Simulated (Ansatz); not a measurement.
The boundary is one mirror-built cell; no search for the lowest one was made.

System: Σ3 (111) symmetric tilt boundary in fcc Ir, with one B atom a cell (6.5 Å²) in the boundary; relaxed on a coarser mesh with the in-plane cell held.

Here is the system:

```yaml
crystal:
  lattice:
    - [2.73748, 0.00000, 0.00000]
    - [1.36874, 2.37073, 0.00000]
    - [0.00000, 0.00000, 41.28057]
  atoms:
    - { symbol: Ir, position: [0.00000, 0.00000, 0.02468] }
    - { symbol: Ir, position: [0.66667, 0.66667, 0.07906] }
    - { symbol: Ir, position: [0.33333, 0.33333, 0.13294] }
    - { symbol: Ir, position: [0.00000, 0.00000, 0.18716] }
    - { symbol: Ir, position: [0.66667, 0.66667, 0.24132] }
    - { symbol: Ir, position: [0.33333, 0.33333, 0.29548] }
    - { symbol: Ir, position: [0.00000, 0.00000, 0.34963] }
    - { symbol: Ir, position: [0.66667, 0.66667, 0.40306] }
    - { symbol: Ir, position: [0.33333, 0.33333, 0.45975] }
    - { symbol: Ir, position: [0.00000, 0.00000, 0.53543] }
    - { symbol: Ir, position: [0.33333, 0.33333, 0.59212] }
    - { symbol: Ir, position: [0.66667, 0.66667, 0.64563] }
    - { symbol: Ir, position: [0.00000, 0.00000, 0.69970] }
    - { symbol: Ir, position: [0.33333, 0.33333, 0.75387] }
    - { symbol: Ir, position: [0.66667, 0.66667, 0.80804] }
    - { symbol: Ir, position: [0.00000, 0.00000, 0.86221] }
    - { symbol: Ir, position: [0.33333, 0.33333, 0.91640] }
    - { symbol: Ir, position: [0.66667, 0.66667, 0.97028] }
    - { symbol: B, position: [0.66667, 0.66667, 0.49730] }
```

Zero-bias coherent transport, averaged over 0.1 eV about the Fermi level.

Values are means of three energies within 0.05 eV of the Fermi level, on a potential converged at a Fermi-Dirac width of 0.05 eV. Resistances leave out the leads' Sharvin resistance. Spin-orbit coupling is left out.

### Question
Compute, with PBE in Ansatz (a program for electronic structure), the specific resistance of the junction and the share of channels that pass.

### Answer
AR = 0.60 × 10⁻¹⁵ Ω m²; 47 % of the channels of the narrower lead pass.
